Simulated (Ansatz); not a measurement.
# Pressure series in SnO2

Consider SnO2 in the rutile structure (space group P4_2/mnm, No. 136; a = 4.8276 Å, c = 3.2379 Å).

Cell and atoms are relaxed at each pressure.

Level of theory: PBE (Ansatz, a quantum-chemistry and plane-wave program; PAW; 420 eV plane waves; spin-orbit coupling left out), earlier PAW set.

Notes on the quantities. enthalpy: H = E + PV relative to the base's energy.

| change | volume per atom | enthalpy | band gap | hole mass |
|---|---|---|---|---|
| base | 12.58 Å³ | – | 0.68 eV | – |
| pressure −2 GPa | 12.73 Å³ | -0.16 eV/atom | 0.57 eV | 1.9 mₑ along c, 1.3 mₑ across (at Γ) |
| pressure −1 GPa | 12.65 Å³ | -0.08 eV/atom | 0.63 eV | 1.9 mₑ along c, 1.3 mₑ across (at Γ) |
| pressure 1.8 GPa | 12.45 Å³ | +0.14 eV/atom | 0.78 eV | 1.8 mₑ along c, 1.3 mₑ across (at Γ) |
| pressure 4.2 GPa | 12.28 Å³ | +0.33 eV/atom | 0.91 eV | 1.7 mₑ along c, 1.3 mₑ across (at Γ) |
| pressure 9 GPa | 12.00 Å³ | +0.69 eV/atom | 1.16 eV | 1.7 mₑ along c, 1.3 mₑ across (at Γ) |
| pressure 18 GPa | 11.55 Å³ | +1.35 eV/atom | 1.58 eV | 1.6 mₑ along c, 1.3 mₑ across (at Γ) |
| pressure 30 GPa | 11.06 Å³ | +2.20 eV/atom | 2.09 eV | – |
| pressure 45 GPa | 10.58 Å³ | +3.21 eV/atom | 2.65 eV | 1.4 mₑ along c, 1.2 mₑ across (at Γ) |
| pressure 60 GPa | 10.19 Å³ | +4.18 eV/atom | 3.14 eV | 1.3 mₑ along c, 1.2 mₑ across (at Γ) |

Load acts through the strain it causes; cell and atoms are relaxed under it. Effective masses come from finite differences of ±0.01 Å⁻¹. Whether these cells are dynamically stable was not tested. Competing high-pressure phases were not computed.
